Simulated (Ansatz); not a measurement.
An ideal cubic perovskite cell is held by its symmetry; such compounds can tilt or shift off centre at room temperature.

# Evanescent states of CsPbBr$_{3}$ (Pm-3m, cubic perovskite, 5 atoms a cell, 42.1 Å³ an atom) along the normal of (111)

The numbers are results of r2SCAN (plane waves, PAW; Ansatz, an electronic-structure program), not measurements.

No gap correction and no spin-orbit coupling; mid-gap is the computed energy nearest the middle.

Energies count from the valence-band top; κ is the least over a 6×6 mesh across the current.

```csv
E (eV),κ (1/Å),where
0.06,0.050,Γ
0.17,0.083,Γ
0.28,0.104,Γ
0.39,0.120,Γ
0.49,0.131,Γ
0.60,0.139,Γ
0.71,0.146,Γ
0.82,0.150,Γ
0.94,0.152,Γ
1.04,0.153,Γ
1.16,0.151,Γ
1.26,0.148,Γ
1.38,0.144,Γ
1.49,0.137,Γ
1.59,0.127,Γ
1.71,0.115,Γ
1.81,0.098,Γ
1.93,0.075,Γ
2.04,0.032,Γ
```

How thick must the barrier be to attenuate the transmission by 10^8 when the electrodes' Fermi level lies at 1.81 eV, and what attenuation does that film give at 2.04 eV?

d = 8 ln 10 / (2 × 0.098) = 94.0 Å. At 2.04 eV it gives 8 × 0.032/0.098 = 2.6 decades.
